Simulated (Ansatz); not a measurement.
Input:

```yaml
crystal:
  lattice:
    - [3.96988, 0.00000, 0.00000]
    - [0.00000, 3.96988, 0.00000]
    - [0.00000, 0.00000, 3.96988]
  atoms:
    - { symbol: Ba, position: [0.00000, 0.00000, 0.00000] }
    - { symbol: Ti, position: [0.50000, 0.50000, 0.50000] }
    - { symbol: O, position: [0.00000, 0.50000, 0.50000] }
    - { symbol: O, position: [0.50000, 0.50000, 0.00000] }
    - { symbol: O, position: [0.50000, 0.00000, 0.50000] }
```

A single point on SrTiO3 with a change (Sr → Ba), its geometry relaxed with PBEsol.

All numbers come from plane-wave PAW DFT at the PBEsol level (Ansatz, an electronic-structure program, 420 eV), with spin-orbit coupling. Settings: 8×8×8 k-points, 0.05 eV Fermi–Dirac smearing.

**Question.** Estimate the gap character.

**Answer.** Indirect, R → Γ.

**Question.** What is the computed band gap?

**Answer.** 1.80 eV.

**Question.** Estimate the hole mass (degenerate bands, along [100]).

**Answer.** 0.78, 2.2 mₑ (at R).

Single points use the geometry relaxed with PBEsol. Effective masses come from finite differences of ±0.01 Å⁻¹. Whether these cells are dynamically stable was not tested. The cell was made from SrTiO3 by this change: Sr → Ba. Many cubic perovskites are stable only at high temperature; tilts and polar distortions were not tested. This is not the structure that BaTiO3 has at room temperature and ambient pressure.
